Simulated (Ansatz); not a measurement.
Phonon-limited resistivity of MgPd$_{3}$ (Pm-3m) against temperature in μΩ·cm, PBEsol, DFPT electron-phonon coupling, linearised Boltzmann equation in Ansatz (a quantum-chemistry and plane-wave program), harmonic crystal at a fixed cell.

| T | ρ |
|---|---|
| 50 K | 0.63 |
| 77 K | (withheld) |
| 100 K | (withheld) |
| 150 K | 4.5 |
| 200 K | 6.3 |
| 250 K | 8.1 |
| 273 K | 8.8 |
| 300 K | 9.8 |
| 350 K | 11.4 |
| 400 K | 13.1 |
| 500 K | 16.3 |
| 600 K | 19.4 |

Question: Complete the blanks.

Answer: 
- 77 K, ρ: 1.63
- 100 K, ρ: 2.5

A metal at this level (no band gap). Only scattering by harmonic phonons is included (no impurities, grain boundaries, electron-electron scattering or thermal expansion). Spin-orbit coupling is left out. Halving the electron mesh (24x24x24) moves the resistivity by up to 13 %. Smearing 0.20 eV; phonons on a 4x4x4 q mesh, which this run doesn't test and which matters most at low temperature.

Computed structure with no diffraction record at hand here (it may be known, metastable or hypothetical): MgPd3 (Pm-3m).
